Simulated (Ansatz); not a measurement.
The parent structure is TeO2 in the fluorite structure (space group Fm-3m, No. 225; a = 5.3234 Å; a hypothetical phase, not in the database extracts checked).

It is then changed as follows: a hydrostatic pressure of 18 GPa.

Levels (all Ansatz, a first-principles code, PAW, earlier PAW set): PBEsol (420 eV, no spin-orbit coupling); r2SCAN (500 eV, without spin-orbit coupling); HSE06 (420 eV, spin-orbit coupling left out); PBEsol+SOC (420 eV, spin-orbit coupling included); HSE06+SOC (420 eV, spin-orbit coupling included).

At the geometry relaxed with PBEsol, these levels gave the following band gaps, in shuffled order: (a) 1.48 eV, (b) 0.58 eV, (c) 0.93 eV, (d) 1.55 eV, (e) 0.64 eV.

Match each gap to its level.

(a) HSE06+SOC; (b) PBEsol+SOC; (c) r2SCAN; (d) HSE06; (e) PBEsol.

Single points use the geometry relaxed with PBEsol. HSE06 gaps are upper bounds (no full band path). The spin-orbit shifts are approximate. Spin-orbit coupling, missing from the scalar runs, can matter with Te. Load acts through the strain it causes; cell and atoms are relaxed under it. No phonon test of stability was made. Competing high-pressure phases were not computed.
